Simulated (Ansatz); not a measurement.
## How a calculation on Cs2TlInF6 (Fm-3m, 10 atoms in the cell) responds to its settings

```
Cs2TlInF6
1.0
    0.00000     4.86886     4.86886
    4.86886     0.00000     4.86886
    4.86886     4.86886     0.00000
Cs Tl In F
2 1 1 6
Direct
  0.75000   0.75000   0.75000
  0.25000   0.25000   0.25000
  0.00000   0.00000   0.00000
  0.50000   0.50000   0.50000
  0.71966   0.28034   0.28034
  0.28034   0.71966   0.71966
  0.28034   0.71966   0.28034
  0.71966   0.28034   0.71966
  0.28034   0.28034   0.71966
  0.71966   0.71966   0.28034
```

Base run A: r2SCAN, default PAW files made with PBE (Ansatz, a program for electronic structure), self-consistent single point.

Its settings: basis.ecutwfc = 500 eV; kpoints.mp_grid.grid = 3 3 3; hamiltonian.xc = r2scan; hamiltonian.pseudopotentials = {kind: paw} (the program's default PAW files); scf.occupations.method = fixed.

The starting cell comes from a database of computed structures (which also holds hypothetical and non-ambient phases and stackings), without a prior relaxation at this level. Its lattice was rescaled by a random factor within 2.5 % of one. Spin-orbit coupling is off. In the base run, with a pressure of about -4 GPa the cell is away from its equilibrium volume at this level. Ansatz's pressure includes its estimate of the finite-basis (Pulay) stress.

ΔF is the free energy per atom less that of run A. 

Runs:
- B: 2 x 1 x 1 supercell, mesh divided and rounded up; kpoints.mp_grid.grid: 3 3 3 → 2 3 3
- C: 1 x 2 x 1 supercell, mesh divided and rounded up; kpoints.mp_grid.grid: 3 3 3 → 3 2 3
- D: 1 x 1 x 2 supercell, mesh divided and rounded up; kpoints.mp_grid.grid: 3 3 3 → 3 3 2

```csv
run,ΔF (meV/atom),pressure (GPa),largest force (eV/Å),gap on the mesh (eV),k-points,valence electrons
A,0.00,-3.61,0.524,4.762,4,86
B,0.00,-3.61,0.524,4.601,8,172
C,0.00,-3.61,0.524,4.601,8,172
D,0.00,-3.61,0.524,4.601,8,172
```

Run C against A: The free energy stays essentially unchanged (within 1 meV/atom), the pressure stays at -3.61 GPa, the largest force stays at 0.524 eV/Å and the gap on the mesh goes from 4.762 to 4.601 eV.

Run D against A: The free energy is nearly the same (within 1 meV/atom), the pressure stays at -3.61 GPa, the largest force stays at 0.524 eV/Å and the gap on the mesh goes from 4.762 to 4.601 eV.

Run B against A: The free energy hardly moves (within 1 meV/atom), the pressure stays at -3.61 GPa, the largest force stays at 0.524 eV/Å and the gap on the mesh goes from 4.762 to 4.601 eV.

Keys are those of Ansatz 0.2.
